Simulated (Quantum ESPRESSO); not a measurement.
Quantum ESPRESSO is run on a (110) slab of ZnCu (cut from a parent of space group no. 221; 8 atoms in the cell), and the run fails. The aim is a self-consistent single point with DFT, PBEsol, plane waves, PSlibrary ultrasoft (PBE) pseudopotentials.

The input file:

```fortran
&CONTROL
  calculation = 'scf',
  prefix = 'scf',
  outdir = './tmp',
  pseudo_dir = './',
  tprnforce = .true.,
  tstress = .true.,
/
&SYSTEM
  ibrav = 0,
  nat = 8,
  ntyp = 2,
  ecutwfc = 50,
  ecutrho = 300,
  occupations = 'smearing',
  smearing = 'gaussian',
  degauss = 0.019992,
  input_dft = 'pbesol',
/
&ELECTRONS
  conv_thr = 1.0d-10,
  mixing_beta = 0.5,
  mixing_mode = 'local-TF',
/
ATOMIC_SPECIES
Zn    65.3800  Zn.pbe-dn-rrkjus_psl.1.0.0.UPF
Cu    63.5460  Cu.pbe-dn-rrkjus_psl.1.0.0.UPF
ATOMIC_POSITIONS {angstrom}
Zn    1.4542880000    1.0283367500    5.0000043240
Zn    1.4542880000    3.0850102500    7.0652058975
Zn    1.4542880000    1.0283367500    9.1302941025
Zn    1.4542880000    3.0850102500   11.1954956760
Cu    0.0000000000    3.0850102500    5.0000043240
Cu    0.0000000000    1.0283367500    7.0652058975
Cu    0.0000000000    3.0850102500    9.1302941025
Cu    0.0000000000    1.0283367500   11.1954956760
K_POINTS {automatic}
7 5 1  0 0 0
CELL_PARAMETERS {angstrom}
   2.9085760000     0.0000000000     0.0000000000
   0.0000000000     4.1133470000     0.0000000000
   0.0000000000     0.0000000000    16.1955000000
```

Output (repeated stretches shortened):

```
     This program is part of the open-source Quantum ESPRESSO suite
     for quantum simulation of materials; please cite

 %%%%%%%%%%%%%%%%%%%%%%%%%%%%%%%%%%%%%%%%%%%%%%%%%%%%%%%%%%%%%%%%%%%%%%%%%%%%%%
     Error in routine  read_namelists (1):
      bad line in namelist &control: "  tprnforce = .true.," (error could be in the previous line)
 %%%%%%%%%%%%%%%%%%%%%%%%%%%%%%%%%%%%%%%%%%%%%%%%%%%%%%%%%%%%%%%%%%%%%%%%%%%%%%

     stopping ...
```

### Question
From the messages shown, name the fault and mend the input.

### Answer
The fault is a keyword that the program does not know. The program does not know a key of this name. To fix it, use the program's own name for the key. The program stopped before any SCF iteration.

The sound input it was made from differs as follows (other fixes are possible):
```diff
-  tprnforce = .true.,
+  tprnfor = .true.,
```

With that input, the run converged in 16 iterations: free energy E − TS -14702.0681 eV; Fermi level (on the code's own zero) 4.36 eV; pressure averaged over the cell with its vacuum -3.46 GPa; largest force (vector length) 0.291 eV/Å (DFT, PBEsol, plane waves, PSlibrary ultrasoft (PBE) pseudopotentials).

On the sound input: the starting cell comes from a database of computed structures (which also holds hypothetical and non-ambient phases and stackings), without a prior relaxation at this level. The slab is cut from that crystal, and its faces are unrelaxed. Its lattice was rescaled in the plane by a random factor within 2.5 % of one. Spin polarisation is off.
